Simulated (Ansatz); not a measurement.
Here is the system:

```xyz
2
Lattice="0.0000 2.9337 2.9337 2.9337 0.0000 2.9337 2.9337 2.9337 0.0000" Properties=species:S:1:pos:R:3 pbc="T T T"
Cd     0.0000     0.0000     0.0000
S      1.4668     1.4668     1.4668
```

No spin polarisation.

The values are results of PBE (Ansatz, a first-principles code), no spin-orbit coupling, not measurements. Γ-centred 10×10×10 mesh, Fermi–Dirac width 0.05 eV.

Problem. What is the computed electron mass?

Solution. 0.12 mₑ (at Γ).

Problem. What band gap does the calculation give?

Solution. 1.11 eV.

Problem. What is the computed gap character?

Solution. Direct at Γ.

The cells carry an imposed strain or load. Masses are band curvatures over ±0.01 Å⁻¹ around the edge. Whether these cells are dynamically stable was not tested. The cell was made from CdS in the zinc blende structure (space group F-43m, No. 216) by this change: isotropic strain −1.00 %.
